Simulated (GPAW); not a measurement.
## Worked example: self-consistent single point of MgMn2O4 (P-3m1, 7 atoms in the cell) in GPAW

Method: LDA (Perdew-Wang 92), GPAW PAW datasets LDA (gpaw-data 1.0.1) (plane waves; GPAW).

The input file:

```python
from ase import Atoms
from ase.units import GPa
from gpaw import GPAW, PW

atoms = Atoms(['Mg', 'Mn', 'Mn', 'O', 'O', 'O', 'O'],
              cell=[[3.092899, 0.000000, 0.000000],
                    [-1.546450, 2.678529, 0.000000],
                    [0.000000, 0.000000, 10.137973]],
              positions=[[0.000000, 0.000000, 0.000000],
                         [0.000000, 0.000000, 7.408121],
                         [0.000000, 0.000000, 2.729852],
                         [1.546451, 0.892842, 1.257311],
                         [-0.000002, 1.785687, 8.880662],
                         [1.546451, 0.892842, 6.602659],
                         [-0.000002, 1.785687, 3.535314]],
              pbc=True)

atoms.set_initial_magnetic_moments([0.0, 4.0, 4.0, 0.0, 0.0, 0.0, 0.0])

calc = GPAW(spinpol=True,
            mode=PW(900),
            xc='LDA',
            kpts={'size': (7, 7, 2), 'gamma': True},
            occupations={'name': 'methfessel-paxton', 'width': 0.2, 'order': 0},
            nbands=-11,
            symmetry={'symmorphic': False, 'tolerance': 0.0005},
            maxiter=100)

atoms.calc = calc

energy = atoms.get_potential_energy()
print('Energy (eV):', round(energy, 6))
forces = atoms.get_forces()
print('Forces (eV/Ang):')
print(forces.round(5))
stress = atoms.get_stress()
print('Stress (GPa, Voigt):', (stress / GPa).round(4))
```

Output (repeated stretches shortened):

```
Input parameters:
  kpts: {gamma: True,
         size: (7, 7, 2)}
  maxiter: 100
  mode: {ecut: 900.0000000000001,
         name: pw}
  nbands: -11
  occupations: {name: methfessel-paxton,
                order: 0,
                width: 0.2}
  spinpol: True
  symmetry: {symmorphic: False,
             tolerance: 0.0005}

species:
  Mg:
    name: Magnesium
    Z: 12.0
    valence: 10
    core: 2
    charge: 0.0
    file: Mg.LDA.gz

    # Using partial waves for Mg as LCAO basis

  Mn:
    name: Manganese
    Z: 25.0
    valence: 15
    core: 10
    charge: 0.0
    file: Mn.LDA.gz

    # Using partial waves for Mn as LCAO basis

  O:
    name: Oxygen
    Z: 8.0
    valence: 6
    core: 2
    charge: 0.0
    file: O.LDA.gz

    # Using partial waves for O as LCAO basis

Reference energy: -76449.806238  # eV

Spin-polarized calculation.
Initial magnetic moment: 8.000000

Convergence criteria:
 Maximum [total energy] change in last 3 cyles: 0.0005 eV / valence electron
 Maximum integral of absolute [dens]ity change: 0.0001 electrons / valence electron
 Maximum integral of absolute [eigenst]ate change: 4e-08 eV^2 / valence electron
 Maximum number of scf [iter]ations: 100

Symmetries present (total): 12
Symmetries with fractional translations: 0
98 k-points: 7 x 7 x 2 Monkhorst-Pack grid + [0.000000,0.000000,1/4]
16 k-points in the irreducible part of the Brillouin zone
       k-points in crystal coordinates                weights
   0:     0.00000000    0.00000000    0.00000000          1/98
   1:     0.00000000    0.00000000    0.50000000          1/98
   2:     0.14285714    0.00000000    0.00000000          6/98
   [... 7 lines left out ...]
          ...
  15:     0.42857143    0.42857143    0.50000000          6/98

Wave functions: Plane wave expansion
  Cutoff energy: 900.000 eV
  Number of coefficients (min, max): 5124, 5198
  Pulay-stress correction: 0.000000 eV/Ang^3 (de/decut=0.000000)

Occupation numbers: Methfessel-Paxton:
  width: 0.2000  # eV
  order: 0

Eigensolver

Densities:
  Coarse grid: 24*24*72 grid
  Fine grid: 48*48*144 grid
  Total Charge: 0.000000

Density mixing:
  Method: difference
  Backend: pulay
  Linear mixing parameter: 0.05
  old densities: 5
  Damping of long wavelength oscillations: 50

Hamiltonian:
  XC and Coulomb potentials evaluated on a 48*48*144 grid
  External potential:
    NoExternalPotential

Number of atoms: 7
Number of atomic orbitals: 50
Number of bands in calculation: 47
Number of valence electrons: 64
Bands to converge: occupied

Density initialized from atomic densities
  47 bands from LCAO basis set

Atomic positions and initial magnetic moments

Positions:
   0 Mg     0.000000    0.000000    0.000000    ( 0.0000,  0.0000,  0.0000)
   1 Mn     0.000000    0.000000    7.408121    ( 0.0000,  0.0000,  4.0000)
   2 Mn     0.000000    0.000000    2.729852    ( 0.0000,  0.0000,  4.0000)
   3 O      1.546451    0.892842    1.257311    ( 0.0000,  0.0000,  0.0000)
   4 O     -0.000002    1.785687    8.880662    ( 0.0000,  0.0000,  0.0000)
   5 O      1.546451    0.892842    6.602659    ( 0.0000,  0.0000,  0.0000)
   6 O     -0.000002    1.785687    3.535314    ( 0.0000,  0.0000,  0.0000)

Unit cell:
           periodic     x           y           z      points  spacing
  1. axis:    yes    3.092899    0.000000    0.000000    24     0.1116
  2. axis:    yes   -1.546450    2.678529    0.000000    24     0.1116
  3. axis:    yes    0.000000    0.000000   10.137973    72     0.1408

  Lengths:   3.092899   3.092899  10.137973
  Angles:   90.000000  90.000000 120.000009

Effective grid spacing dv^(1/3) = 0.1265

     iter     time        total  log10-change:  magmom
                         energy   eigst   dens
iter:   1 --:--:--   -62.467353                   +8.0068
iter:   2 --:--:--   -61.028216   -0.75  -1.08    +8.0020
iter:   3 --:--:--   -58.578597   -0.89  -1.14    +7.9997
iter:   4 --:--:--   -58.504604   -2.22  -1.45    +8.0005
iter:   5 --:--:--   -58.511068   -2.01  -1.47    +8.0005
iter:   6 --:--:--   -58.316969   -2.50  -1.69    +8.0001
iter:   7 --:--:--   -58.325648   -3.46  -2.02    +8.0001
iter:   8 --:--:--   -58.266689   -2.90  -2.17    +8.0000
iter:   9 --:--:--   -58.257355   -3.35  -2.67    +8.0000
iter:  10 --:--:--   -58.257475c  -4.40  -2.91    +8.0000
iter:  11 --:--:--   -58.256354c  -4.29  -2.99    +8.0000
iter:  12 --:--:--   -58.256284c  -5.30  -3.35    +8.0000
iter:  13 --:--:--   -58.256297c  -5.63  -3.43    +8.0000
iter:  14 --:--:--   -58.256263c  -6.32  -3.58    +8.0000
iter:  15 --:--:--   -58.256249c  -5.49  -3.62    +8.0000
iter:  16 --:--:--   -58.256247c  -6.39  -3.71    +8.0000
iter:  17 --:--:--   -58.256241c  -7.00  -3.73    +8.0000
iter:  18 --:--:--   -58.256214c  -6.62  -3.80    +8.0000
iter:  19 --:--:--   -58.256217c  -8.18c -3.84    +8.0000
iter:  20 --:--:--   -58.256221c  -7.34  -3.87    +8.0000
iter:  21 --:--:--   -58.256217c  -7.39  -3.94    +8.0000
iter:  22 --:--:--   -58.256204c  -6.02  -4.02c   +8.0000
iter:  23 --:--:--   -58.256205c  -7.62c -4.38c   +8.0000

Converged after 23 iterations.

Dipole moment: (-0.000000, -0.000000, -0.000000) |e|*Ang

Total magnetic moment: (0.000000, 0.000000, 7.999975)
Local magnetic moments:
   0 Mg ( 0.000000,  0.000000,  0.009714)
   1 Mn ( 0.000000,  0.000000,  3.584467)
   2 Mn ( 0.000000,  0.000000,  3.584467)
   3 O  ( 0.000000,  0.000000,  0.083763)
   4 O  ( 0.000000,  0.000000,  0.083763)
   5 O  ( 0.000000,  0.000000,  0.049643)
   6 O  ( 0.000000,  0.000000,  0.049643)

Energy contributions relative to reference atoms: (reference = -76449.806238)

Kinetic:        +27.275917
Potential:      -30.955782
External:        +0.000000
XC:             -55.482901
Entropy (-ST):   -0.064060
Local:           +0.938591
SIC:             +0.000000
--------------------------
Free energy:    -58.288235
Extrapolated:   -58.256205

Spin contamination: 0.055379 electrons
Showing only first 2 kpts
                      Up                     Down
 Kpt  Band  Eigenvalues  Occupancy  Eigenvalues  Occupancy
  0    30      2.25325    1.00000      5.28571    0.00000
  0    31      2.25349    1.00000      5.28593    0.00000
  0    32      3.09189    1.00000      5.68547    0.00000
  0    33      3.44755    1.00000      5.85533    0.00000

  1    30      2.25429    1.00000      5.29017    0.00000
  1    31      2.25453    1.00000      5.29039    0.00000
  1    32      3.20038    1.00000      5.69606    0.00000
  1    33      3.26351    1.00000      5.81417    0.00000

Fermi level: 4.56795

No gap
No difference between direct/indirect transitions
Energy (eV): -58.256205

Forces in eV/Ang:
  0 Mg    0.00000    0.00000    0.00000
  1 Mn    0.00000   -0.00000   -0.65474
  2 Mn   -0.00000    0.00000    0.65474
  3 O     0.00000    0.00000    0.22540
  4 O    -0.00000   -0.00000   -0.22540
  5 O     0.00000    0.00000    1.53560
  6 O     0.00000    0.00000   -1.53560

Stress tensor:
     0.127984     0.000000     0.000000
     0.000000     0.127984     0.000000
     0.000000     0.000000     0.088793
Stress (GPa, Voigt): [20.5053 20.5053 14.2261  0.      0.      0.    ]
```

The run converged in 23 iterations. GPAW prints stress with tension positive.

At such cutoffs GPAW's stress carries a finite-basis (Pulay) error, which enters relaxed cells too; its log prints stress with tension positive.

The starting cell comes from a database of computed structures (which also holds hypothetical and non-ambient phases and stackings), without a prior relaxation at this level. Its lattice was rescaled by a random factor within 2.5 % of one. The magnetic order is the one reached from the typed start; others were not searched systematically. Forces in this geometry exceed 1 eV/Å.

Cost on one core of a shared machine: roughly 3 min.
